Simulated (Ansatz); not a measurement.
# Response to strain in Ta

Base system: Ta in the bcc (W type) structure (space group Im-3m, No. 229; a = 3.254 Å; relaxed with 0.1 eV smearing). Axes: x, y, z lie along the cube axes.

Strains are applied to the cell and any free atomic positions relax; under biaxial strain the out-of-plane vector relaxes too.

Computed with LDA (Ansatz, a first-principles code), no spin-orbit coupling.

Notes on the quantities. in-plane stress: mean in-plane stress (compression positive).

```csv
case,volume per atom,in-plane stress
base,17.23 Å³,–
"biaxial strain −2.50 %, plane normal [001], relaxed out of plane",___,___
"biaxial strain −2.00 %, plane normal [001], relaxed out of plane",16.94 Å³,+5.9 GPa
"biaxial strain −1.50 %, plane normal [001], relaxed out of plane",17.01 Å³,+4.4 GPa
"biaxial strain +0.50 %, plane normal [001], relaxed out of plane",17.30 Å³,-1.3 GPa
"biaxial strain +1.00 %, plane normal [001], relaxed out of plane",17.37 Å³,-2.6 GPa
"biaxial strain +1.50 %, plane normal [001], relaxed out of plane",17.44 Å³,-3.7 GPa
"biaxial strain +2.00 %, plane normal [001], relaxed out of plane",17.51 Å³,-4.8 GPa
"biaxial strain +2.50 %, plane normal [001], relaxed out of plane",17.57 Å³,-5.7 GPa
"biaxial strain +3.00 %, plane normal [001], relaxed out of plane",17.62 Å³,-6.4 GPa
```

### Question
What belongs in the blanks?

### Answer

- biaxial strain −2.50 %, plane normal [001], relaxed out of plane, volume per atom: 16.88 Å³
- biaxial strain −2.50 %, plane normal [001], relaxed out of plane, in-plane stress: +7.5 GPa

No phonon test of stability was made. All final runs are without spin polarisation.
